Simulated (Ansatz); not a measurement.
The parent structure is GaCuSe2 in the chalcopyrite structure (space group I-42d, No. 122; a = 5.6083 Å, c = 11.0975 Å). Axes: x, y, z lie along a, b, c of the conventional cell.

Calculations: DFT with r2SCAN, PAW potentials and a 500 eV plane-wave cutoff in Ansatz (an electronic-structure program), spin-orbit coupling left out.

Strains are applied to the cell and any free atomic positions relax.

One change was made to it. Results:

The pressure (mean of the normal stresses, compression positive) goes from zero to 10.08 GPa; the energy goes up by 65 meV/atom.

Question: Which change produced these results?
A. uniaxial strain ε_zz = −3.32 %
B. isotropic strain −3.63 %
C. uniaxial strain ε_yy = −0.81 %

Answer: B, isotropic strain −3.63 %. For comparison, the energy relative to the base in the other runs: uniaxial strain ε_yy = −0.81 % gives +0.4 meV/atom; uniaxial strain ε_zz = −3.32 % gives +7.5 meV/atom.

Whether these cells are dynamically stable was not tested. The final runs are not spin-polarised.
